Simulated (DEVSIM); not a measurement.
Structure: Ge n-i-p diode, at 350 K.

| layer (left to right) | material | thickness (μm) | Nd (cm⁻³) | Na (cm⁻³) | τn (s) | τp (s) |
|---|---|---|---|---|---|---|
| 1 | Ge | 1.40 | 1.7e18 | - | 5.9e-7 | 5.9e-7 |
| 2 | Ge | 0.570 | - | 4.7e12 | 5.9e-7 | 5.9e-7 |
| 3 | Ge | 1.60 | - | 4.4e17 | 5.9e-7 | 5.9e-7 |

Left contact: ohmic. Right contact: ohmic. Voltage is applied to the left contact. Recombination: SRH at mid-gap, Auger. Mobility is μmin + (μ − μmin)/(1 + (N/Nref)^α).

The device is made up for the run: typed textbook-type constants, with dimensions and the other settings drawn at random. Values at 300 K; Nc and Nv go as T^1.5, mobilities as T to minus their exponent, the gap by Varshni's rule with the affinity fixed.

```csv
parameter,Ge
gap (eV),0.664
affinity (eV),4
permittivity,16
Nc (cm⁻³),1.04e19
Nv (cm⁻³),6e18
μn (cm²/Vs),3900
μp (cm²/Vs),1900
"μn,min",150
"μp,min",100
"Nref,n",2.6e17
"Nref,p",4e17
αn,0.56
αp,0.6
T exponent of μn,1.66
T exponent of μp,2.33
Cn (cm⁶/s),1e-31
Cp (cm⁶/s),1e-31
Varshni α (eV/K),0.000477
Varshni β (K),235
```

Model (solved in DEVSIM): 1D drift-diffusion, Boltzmann statistics, complete ionisation; no tunnelling, impact ionisation, image-force lowering or self-heating.

The doping Na of layer 3 was swept, all else fixed.

```csv
doping Na of layer 3 (cm^-3),dark forward voltage at 100 A/cm² (V),potential step across the device at zero bias (V)
1.3e16,___,0.391
4.4e16,0.217,0.428
1.3e17,0.253,0.460
4.4e17,0.297,0.497
1.3e18,0.332,0.530
```

Problem. Some entries are withheld; supply them.

Solution. 
- 1.3e16, dark forward voltage at 100 A/cm² (V): 0.178
